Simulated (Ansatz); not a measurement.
System: fluorite CoSi₂. Method: r²SCANh (PAW; Ansatz, a first-principles code).

Run with plane-wave cutoff 520 eV, 10×10×10 k mesh, Fermi–Dirac smearing 0.05 eV, no spin polarisation, scalar-relativistic PAW data made under PBE.

Cell (relaxed at this level):

```cif
data_Co4Si8
_chemical_formula_sum 'Co4 Si8'
_space_group_name_H-M_alt 'Fm-3m'
_space_group_IT_number 225
_space_group_name_Hall '-F 4 2 3'
_cell_length_a 5.29489
_cell_length_b 5.29489
_cell_length_c 5.29489
_cell_angle_alpha 90.000
_cell_angle_beta 90.000
_cell_angle_gamma 90.000
loop_
_atom_site_label
_atom_site_type_symbol
_atom_site_symmetry_multiplicity
_atom_site_Wyckoff_symbol
_atom_site_fract_x
_atom_site_fract_y
_atom_site_fract_z
_atom_site_occupancy
Co1 Co 4 a 0.00000 0.00000 0.00000 1
Si1 Si 8 c 0.25000 0.25000 0.25000 1
```
(The calculation used a cell of 3 atoms; values per cell refer to that cell.)

Task: Predict the bulk modulus and pressure derivative B′ of the bulk modulus.

Result: 
- bulk modulus: 205 GPa
- pressure derivative B′ of the bulk modulus: 4.5

Note: the run has no spin polarisation, so it can have missed a magnetic state.

The result took roughly 23 core-minutes.
